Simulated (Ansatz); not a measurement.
An Ansatz (a first-principles code) input (Ansatz PBEsol, no spin-orbit coupling):

Ansatz 0.2 input:
```yaml
crystal:
  lattice:
    - [5.6187541798, 0, 0]
    - [0, 5.6187541798, 0]
    - [0, 0, 5.4839040795]
  atoms:
    - { symbol: Cs, position: [0, 0, 0] }
    - { symbol: Pb, position: [0.5, 0.5, 0.5] }
    - { symbol: Cl, position: [0.5, 0, 0.5] }
    - { symbol: Cl, position: [0, 0.5, 0.5] }
    - { symbol: Cl, position: [0.5, 0.5, 0] }
basis: { ecutwfc: 420, ecutrho_ratio: 4, xc_grid: 2, fft_grid_basis: typed }
kpoints: { mp_grid: { grid: [6, 6, 6] } }
hamiltonian:
  xc: pbesol
  dispersion: none
  pseudopotentials: { kind: paw }
scf: { occupations: { method: fermi_dirac, width: 0.05 }, convergence: { dr2_threshold: 0.0000000005 } }
relax: { f_tol: 0.005, max_steps: 50 }
output: { forces: true, stress: true }
checkpoint: { write: state.ck, write_every: 1000 }
```

### Question
Which symmetry and how many k-points will the program report, and about how many plane waves at Γ?

### Answer
Space group P4/mmm (ITA 123) with 16 operations, k-points 40 of 216, and 3367 plane waves at Γ.

### Question
And the final pressure?

### Answer
0.68 GPa (compression positive).

The cells carry an imposed strain or load. No phonon test of stability was made. The cell was made from CsPbCl$_{3}$ in the cubic perovskite structure (space group Pm-3m, No. 221) by this change: uniaxial strain ε_zz = −2.40 %. Many cubic perovskites are stable only at high temperature; tilts and polar distortions were not tested. This is not the structure that CsPbCl3 has at room temperature and ambient pressure.
